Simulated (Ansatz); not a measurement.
ScAl3: response to strain

Start from ScAl₃ in the Cu3Au type structure (space group Pm-3m, No. 221; a = 4.033 Å; relaxed with 0.1 eV smearing). Axes: x, y, z lie along the cube axes.

Strains are applied to the cell and any free atomic positions relax; under biaxial strain the out-of-plane vector relaxes too.

Method: LDA in Ansatz (plane waves to 420 eV, PAW, spin-orbit coupling left out).

Notes on the quantities. energy relative to the base: free energy F.

```csv
"biaxial strain, plane normal [001], relaxed out of plane (%)",energy relative to the base (meV/atom)
-3,22.5
-2.4,14.2
-1.8,7.8
-1.2,3.4
-0.6,?
0,0.0
```

Fit ΔE = Aε² + Bε³ (ε in %) to the rows shown and predict the withheld row.

Least squares on the printed values gives A = 2.29 and B = -0.072 meV/atom (largest residual 0.0 meV/atom); this predicts 0.8 meV/atom, and the run gives 0.8 meV/atom, in agreement.

Stability against distortions was not tested. All final runs are without spin polarisation.

Ansatz is an electronic-structure program.
